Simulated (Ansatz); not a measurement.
Defect migration in beta Ga2O3: interstitial N, charge state -1. The step: a concerted move, in which N travels most; the atom moves 2.60 Å along (0.18, 0.18, -0.12) of the unit cell; at the start the N atom holds a host O site and a host atom stands off its site; at the end the N atom holds a host O site and a host atom stands off its site; the moving atom starts with neighbours Ga at 1.84, Ga at 1.89; O at 1.40 Å and ends with Ga at 1.84, Ga at 1.89; O at 1.40 Å. DFT values are from Ansatz (plane-wave PAW, 420 eV unless said) in a cell of 120 host sites, spin-restricted, static, with no finite-size correction. The charge state is imposed; whether it is stable for some Fermi level was not computed. Sites that were not tried may lie lower. For the PBE band: the program found a first-order saddle point.

| Level | Forward barrier (eV) | Cost of the band or of the saddle's single point |
|---|---|---|
| PBE, the Γ point alone, band relaxed | 0.80 | very roughly 4 core-hours |
| PBE, a 2×2×2 k-point mesh shifted by half a step, same geometries | 0.68 | roughly 7 core-minutes |
| r2SCAN at 500 eV, the Γ point alone, same geometries | 0.76 | about 100 core-seconds (a rough figure) |

Ansatz is a quantum-chemistry and plane-wave program.
